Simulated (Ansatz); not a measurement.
## Response to strain in SrTe

Base system: SrTe in the rock salt structure (space group Fm-3m, No. 225).

```xyz
2
Lattice="0.0000 3.3033 3.3033 3.3033 0.0000 3.3033 3.3033 3.3033 0.0000" Properties=species:S:1:pos:R:3 pbc="T T T"
Sr     0.0000     0.0000     0.0000
Te     3.3033     3.3033     3.3033
```

Cartesian axes are those of the cell as printed.

Strains are applied to the cell and any free atomic positions relax; under biaxial strain the out-of-plane vector relaxes too.

Level of theory: PBEsol (Ansatz, a first-principles code), spin-orbit coupling left out.

Candidates:
(a) biaxial strain +2.08 %, plane normal [111], relaxed out of plane
(b) biaxial strain −2.08 %, plane normal [111], relaxed out of plane
(c) biaxial strain +0.42 %, plane normal [111], relaxed out of plane
(d) biaxial strain −1.67 %, plane normal [111], relaxed out of plane

For the base:

```
Quantity    Value
--------  -------
Band gap  1.57 eV
```

Problem. Order them by band gap, lowest first.

Solution. (b) biaxial strain −2.08 %, plane normal [111], relaxed out of plane (1.43 eV), (d) biaxial strain −1.67 %, plane normal [111], relaxed out of plane (1.46 eV), (a) biaxial strain +2.08 %, plane normal [111], relaxed out of plane (1.50 eV), (c) biaxial strain +0.42 %, plane normal [111], relaxed out of plane (1.56 eV)

With Te present, leaving out spin-orbit coupling can change the band edges. Stability against distortions was not tested.
